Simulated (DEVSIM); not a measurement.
System: abrupt Si p-n junction, at 400 K.

| layer (left to right) | material | thickness (μm) | Nd (cm⁻³) | Na (cm⁻³) | τn (s) | τp (s) |
|---|---|---|---|---|---|---|
| 1 | Si | 74.0 | - | 4.4e15 | 1.8e-5 | 1.8e-5 |
| 2 | Si | 2.20 | 2.6e17 | - | 1.8e-5 | 1.8e-5 |

Left contact: ohmic. Right contact: ohmic. Voltage is applied to the left contact. Recombination: SRH at mid-gap, Auger. Mobility is constant in doping.

The device is made up for the run: typed textbook-type constants, with dimensions and the other settings drawn at random. Values at 300 K; Nc and Nv go as T^1.5, mobilities as T to minus their exponent, the gap by Varshni's rule with the affinity fixed.

| parameter | Si |
|---|---|
| gap (eV) | 1.124 |
| affinity (eV) | 4.05 |
| permittivity | 11.7 |
| Nc (cm⁻³) | 2.86e19 |
| Nv (cm⁻³) | 3.1e19 |
| μn (cm²/Vs) | 1417 |
| μp (cm²/Vs) | 470 |
| T exponent of μn | 2.3 |
| T exponent of μp | 2.2 |
| Cn (cm⁶/s) | 2.8e-31 |
| Cp (cm⁶/s) | 9.9e-32 |
| Varshni α (eV/K) | 0.000473 |
| Varshni β (K) | 636 |

Simulated with DEVSIM: 1D drift-diffusion, Boltzmann statistics, complete ionisation; no tunnelling, impact ionisation, image-force lowering or self-heating.

The doping Nd of layer 2 was swept, all else fixed.

| doping Nd of layer 2 (cm^-3) | dark forward voltage at 100 A/cm² (V) | largest field in the device at zero bias (V/cm) | potential step across the device at zero bias (V) | dark forward voltage at 1 A/cm² (V) |
|---|---|---|---|---|
| 7.8e15 | 1.283 | 19000 | 0.478 | 0.391 |
| 2.6e16 | ___ | ___ | 0.520 | ___ |
| 7.8e16 | 0.928 | 28000 | 0.558 | 0.425 |
| 2.6e17 | 0.831 | 39000 | 0.599 | 0.431 |
| 7.8e17 | 0.769 | 60000 | 0.637 | 0.433 |
| 2.6e18 | 0.724 | 100000 | 0.679 | 0.434 |
| 7.8e18 | 0.700 | 170000 | 0.716 | 0.434 |

Q: Fill in the missing entries.

A: 
- 2.6e16, dark forward voltage at 100 A/cm² (V): 1.058
- 2.6e16, largest field in the device at zero bias (V/cm): 23000
- 2.6e16, dark forward voltage at 1 A/cm² (V): 0.413
